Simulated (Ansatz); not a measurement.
Ansatz (an electronic-structure program) run on Nb (Im-3m, 1 atom in the cell): self-consistent single point.

Level of theory: PBE, harder PAW files (source: ansatz) (plane waves; Ansatz).

The change in words: lattice scaled by 0.98; basis.ecutwfc: 420 eV → 320 eV; hamiltonian.pseudopotentials: {kind: paw} (the program's default PAW files) → {kind: paw, source: ansatz}. Reference geometry:
```
CELL_PARAMETERS angstrom
     -1.65825     1.65825     1.65825
      1.65825    -1.65825     1.65825
      1.65825     1.65825    -1.65825
ATOMIC_POSITIONS crystal
  Nb 0.00000 0.00000 0.00000
```

Reference input (self-consistent single point, DFT, PBE, plane waves, default PAW files): basis.ecutwfc = 420 eV; kpoints.mp_grid.grid = 14 14 14; hamiltonian.xc = pbe; hamiltonian.pseudopotentials = {kind: paw} (the program's default PAW files); scf.occupations.method = fermi_dirac; scf.occupations.width = 0.1 eV. This run's input differs from it in these lines:

Ansatz 0.2 input:
```diff
@@ -3,5 +3,5 @@
   lattice:
-    - [-1.658250, 1.658250, 1.658250]
-    - [1.658250, -1.658250, 1.658250]
-    - [1.658250, 1.658250, -1.658250]
+    - [-1.625085, 1.625085, 1.625085]
+    - [1.625085, -1.625085, 1.625085]
+    - [1.625085, 1.625085, -1.625085]
   atoms:
@@ -9,3 +9,3 @@
 basis:
-  ecutwfc: 420.0
+  ecutwfc: 320.0
 kpoints:
@@ -14,3 +14,3 @@
   xc: pbe
-  pseudopotentials: { kind: paw }
+  pseudopotentials: { kind: paw, source: ansatz }
 scf:
```

Output, abridged:

```
SCF iter   1: F=—  HF=-4560.695348 eV  |F-HF|=—  |Δ(HF+E_count)|=         —  Δρ=8.30e-2  dr2=1.26e0  ethr=3.10e-3  ⟨swp⟩=4.9  Hψ=5913  notcnv=0
all-band conjugate gradients solve this SCF's bands
preconditioner: auto → none
SCF iter   2: F=—  HF=-4560.246270 eV  |F-HF|=—  |Δ(HF+E_count)|=   4.49e-1  Δρ=2.26e-2  dr2=4.47e-2  ethr=3.10e-3  ⟨swp⟩=2.2  Hψ=2987  notcnv=0  defer=7
SCF iter   3: F=—  HF=-4560.246106 eV  |F-HF|=—  |Δ(HF+E_count)|=   1.64e-4  Δρ=8.45e-3  dr2=4.32e-3  ethr=3.44e-4  ⟨swp⟩=2.6  Hψ=1555  notcnv=0  defer=7
SCF iter   4: F=—  HF=-4560.247261 eV  |F-HF|=—  |Δ(HF+E_count)|=   1.15e-3  Δρ=3.57e-4  dr2=5.31e-6  ethr=3.32e-5  ⟨swp⟩=1.4  Hψ=1314  notcnv=0  defer=7
SCF iter   5: F=—  HF=-4560.247267 eV  |F-HF|=—  |Δ(HF+E_count)|=   6.03e-6  Δρ=3.73e-5  dr2=1.63e-7  ethr=7.69e-10  ⟨swp⟩=7.0  Hψ=6095  notcnv=0
SCF iter   6: F=-4560.247266 eV  HF=-4560.247266 eV  |F-HF|=2.00e-10  |Δ(HF+E_count)|=   4.83e-8  Δρ=1.61e-6  dr2=3.36e-10  ethr=7.69e-10  ⟨swp⟩=4.0  Hψ=3244  notcnv=0
SCF 1 converged in 6 iterations: F = -4560.247266 eV  dr2 = 3.36e-10
Free energy (F): -4560.247266 eV
Internal energy: -4560.198883 eV  (E = F + TS)
E sigma→0 (E₀):  -4560.223075 eV
Entropy (-TS):   -0.048383 eV (-48.383 meV/atom)
Fermi energy:    19.005323 eV
--- Forces (eV/Å), atoms counted from 1 ---
  atom   1  Nb     0.00000000    -0.00000000    -0.00000000
--- Stress (GPa, compression-positive) ---
       11.067376       0.000000      -0.000000
        0.000000      11.067376       0.000000
       -0.000000       0.000000      11.067376
  P = ⅓ Tr σ = 11.0674 GPa (110.674 kbar)
  The stress holds the Pulay correction. Without it, at fixed plane waves, as pw.x and ABINIT print it: P = -49.0373 GPa
```

The run converged in 6 iterations. Against the reference run the pressure goes from -0.53 to 11.07 GPa.

The starting cell has typed, rounded lattice constants, without a prior relaxation at this level. Its lattice was rescaled by up to half a per cent. For this run, on top of that: lattice scaled by 0.98. Spin polarisation is off. Ansatz's pressure includes its estimate of the finite-basis (Pulay) stress. Without the estimate this run gives -49.04 GPa. The cutoff lies below the one recommended for these files.
